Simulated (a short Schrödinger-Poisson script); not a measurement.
**Gated Al0.25Ga0.75As/GaAs δ-doped gas in a quantum well**

Structure: gated Al0.25Ga0.75As/GaAs δ-doped gas in a quantum well, at 20 K.

```csv
layer,material,thickness (nm),Na (cm⁻³)
1,Al0.25Ga0.75As,15,-
2,Al0.25Ga0.75As,3,-
3,GaAs,8,-
4,Al0.25Ga0.75As,4000,1e14
```

The device is made up for the run: typed textbook-type constants, with dimensions and the other settings drawn at random. Al0.25Ga0.75As: permittivity 12.19, conduction-band edge (eV) 0.198, gap (eV) 1.736, electron mass (mₑ) 0.0878, Nv at 300 K (cm⁻³) 9e18. GaAs: permittivity 12.9, conduction-band edge (eV) 0, gap (eV) 1.424, Nv at 300 K (cm⁻³) 9e18.

Channel valleys (confinement mass, in-plane density-of-states mass, number): Γ 0.067, 0.067, 1. At the gate the conduction-band edge of layer 1 lies 0.95 eV − eVg above the Fermi level of the channel; the field vanishes at the back. Sheet of ionised δ-doping: +1.9e12 e/cm² at 15 nm from the gate. The barrier under the gate holds no holes. Gaps are held at their typed values at every temperature. Mesh 0.08 nm at interfaces.

From a short Schrödinger-Poisson script (our own, NumPy): 1D Poisson equation in equilibrium, electrons quantum, Hartree plus LDA exchange-correlation (BenDaniel-Duke, 40 states a valley, the channel's in-plane mass for all, wave functions free to enter the barrier), parabolic valleys, classical holes, full ionisation, no traps, pinning or gate leakage.

| Vg (V) | electrons (cm⁻²) | in the channel layer | C (μF/cm²) | Γ E0 (meV) | Γ E1 (meV) |
|---|---|---|---|---|---|
| 0.5 | 3.80e11 | 3.55e11 | 0.490 | -13.6 | 94.7 |
| 0.45 | 2.27e11 | 2.13e11 | 0.491 | -8.1 | 101.0 |
| 0.4 | 7.36e10 | 6.90e10 | 0.493 | -2.2 | 107.6 |

Gate voltages with under 1e6 electrons/cm² are left out.

Subbands count from the Fermi level.
